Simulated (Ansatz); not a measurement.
**What x(Ga) = 0.5, 8 atoms, Pmmm does to Cu3N**

Start from Cu₃N (space group Pm-3m, No. 221; a = 3.765 Å).

The other end (x = 1) is Ga₃N (space group Pm-3m, No. 221; a hypothetical phase, not in the database extracts checked): 19.65 Å³/atom, gap zero; this end may not be an ambient phase.

Modification: Ga replaces 50.0 % of the Cu, ordered in a cell of 8 atoms (starting symmetry Pmmm) and fully relaxed.

Computed with plane-wave PAW DFT at the PBEsol level (Ansatz, a first-principles code, 420 eV), no spin-orbit coupling. Γ-centred 12×9×7 mesh, Fermi–Dirac width 0.05 eV, for the changed cell.

```tsv
quantity	base	changed	shift
density	6.37 g/cm³	5.03 g/cm³	-1.34 g/cm³
shortest interatomic distance	1.882 Å	1.803 Å	-0.079 Å
band gap	zero	zero	–
mixing energy (to 0.01 eV only: unlike meshes or grids) (against an end that may be hypothetical)	–	+0.02 eV/atom	–
deviation of the volume from the linear (Vegard-type) interpolation	–	+7.1 %	–
```

Cost of the whole job for the changed cell (relaxation, final SCF and bands): roughly 11 core-minutes.

Each cell is one ordered arrangement of few atoms, which overstates ordering effects compared with a random alloy. Stability against distortions was not tested. All final runs are without spin polarisation. Ga3Cu3N2 has a high density of states at the Fermi level and may be magnetic at this level. Under x(Ga) = 0.5, 8 atoms, Pmmm the cell changed shape so far that it is another structure. Gaps under 0.05 eV, about the width of the smearing, are given as zero. A zero or small gap of Cu3N can be the functional's error rather than a property of the material.
